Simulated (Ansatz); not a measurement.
Start from PbS in the rock salt structure (space group Fm-3m, No. 225; a = 5.975 Å). Axes: x, y, z lie along the cube axes.

Level of theory: r2SCAN in Ansatz (plane waves to 500 eV, PAW, no SOC).

Now apply this change: a pure shear with ε_xy = ε_yx = 0.0171; the atoms relax in the strained cell.

Question: Predict the stress tensor and what it implies for the stiffness.

Answer: Stress of the strained cell less that of the base (GPa, compression positive):
```
   0.01   -0.71    0.00
  -0.71    0.01    0.00
   0.00    0.00   -0.02
```

Then −Δσ/γ with γ = 2ε = 0.0342 gives secant stiffness values (nonlinear terms included at this strain): C66 ≈ 21 GPa.

Stability against distortions was not tested.

Ansatz is a first-principles code.
